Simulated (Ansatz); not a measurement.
The structure below was relaxed with r2SCAN+rVV10 (Ansatz, a quantum-chemistry and plane-wave program), scalar-relativistic without spin-orbit coupling.

```xyz
3
Lattice="3.9450 0.0000 0.0000 -1.9725 3.4165 0.0000 0.0000 0.0000 6.1026" Properties=species:S:1:pos:R:3 pbc="T T T"
Te     0.0000     0.0000     0.0000
Se     0.0000     2.2776     1.6652
Se     1.9725     1.1388     4.4374
```

Task: Find the space group and the Wyckoff positions.

Result: Space group P-3m1 (No. 164); a = b = 3.9450 Å, c = 6.1026 Å, α = β = 90.00°, γ = 120.00°

```csv
atom,site,symmetry,x,y,z
Te,1a,-3m.,0.0000,0.0000,0.0000
Se,2d,3m.,0.3333,0.6667,0.2729
```

No phonon test of stability was made. The cell was made from SnSe2 by this change: Sn → Te; the result is a hypothetical phase, not in the database extracts checked.
